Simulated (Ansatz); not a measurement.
Data:

```
Si
1.0
    3.83641     0.00000     0.00000
   -1.91820     3.32243     0.00000
    0.00000     0.00000     6.21140
Si
4
Direct
  0.33333   0.66667   0.99904
  0.66667   0.33333   0.49904
  0.33333   0.66667   0.37596
  0.66667   0.33333   0.87596
```

Method: r2SCAN with spin-orbit coupling, rigid bands (plane waves, PAW; Ansatz, a quantum-chemistry and plane-wave program). Condition of this run: uniaxial stress along c of 3.6 GPa (compression positive) (the target of the relaxation). Geometry: cell and atoms relaxed with PBEsol, then loaded as said.

Predict the electron conductivity mass (n e² τ/σ) at 300 K, by direction if it differs.

0.20 (x), 0.20 (y), 1.07 (z) mₑ.

Predict the hole conductivity mass (n e² τ/σ) at 300 K, by direction if it differs.

0.39 (x), 0.39 (y), 0.53 (z) mₑ.

And the band gap?

0.48 eV at this level; semilocal functionals usually fall short of the measured gap.

Rigid bands, one relaxation time for all states, no polarons. Geometry: cell and atoms relaxed with PBEsol.
